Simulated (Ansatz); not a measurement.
Al_Ga (metastable zinc-blende GaN host)

All values below come from PBE, PAW (plane waves to 420 eV; Ansatz, an electronic-structure program). A 2×2×2 supercell of 64 sites was used; the energies come from a 2×2×2 shifted sampling of its zone. Site at the start: the Ga site. Finite-size correction: monopole term and site-potential alignment. Dielectric constants: PBE linear response of the host. Host gap at this level: 1.54 eV. These values are not converged in cell size to better than tenths of an eV. The semilocal functional narrows the gap, so deep levels can fall outside it. Spin–orbit coupling is left out. Each state is the lowest found from its start.

Formation energies E_f are given with the Fermi level at the valence-band maximum. Chemical conditions: Ga-rich (Δμ(Ga) = 0.00 eV, Δμ(Al) = -1.86 eV, bounded by wurtzite AlN; only phases computed here count, gases as isolated molecules at 0 K); N-rich (Δμ(Ga) = -0.87 eV, Δμ(Al) = -2.74 eV, bounded by wurtzite AlN; only phases computed here count, gases as isolated molecules at 0 K). Reference phases: Al: fcc Al, Ga: alpha gallium.

| charge | moment (μB) | largest move off a lattice site (Å) | image correction with alignment (eV) | E_f, Ga-rich (eV) | E_f, N-rich (eV) |
|---|---|---|---|---|---|
| +1* | 0.9 | 0.05 | – | – | – |
| 0 | not spin-polarised | 0.06 | 0.00 | 0.07 | 0.07 |
| −1* | fractional | 0.06 | – | – | – |

* At this level the carrier isn't localised at the defect: at charge +1 holes occupy the valence band; at charge −1 electrons occupy the conduction band. Such a state is shallow or no state of the defect, and this cell gives it no level.
